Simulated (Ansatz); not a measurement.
**How the Voigt–Reuss–Hill bulk modulus of TiO₂ (Pbca, No. 61) moves with the method**

No measured value is used here.

| level (code) | value (GPa) | cell (Å³/atom) |
|---|---|---|
| LDA (Ansatz) | 229 | 10.36 |
| PBE (Ansatz) | 188 | 10.98 |
| r²SCAN (Ansatz) | [?] | 10.72 |

Problem. Some entries are withheld; supply them.

Solution. 
- r²SCAN (Ansatz, a first-principles code), value (GPa): 216

LDA, PBE, r²SCAN: the relaxation could not lower the start's symmetry, so the cell can be a saddle point above a distorted one. Each level is taken at its own relaxed cell. Cutoffs differ between the levels. Ansatz's density-functional and Hartree–Fock values are scalar-relativistic unless marked +SOC, with PAW data made under PBE.
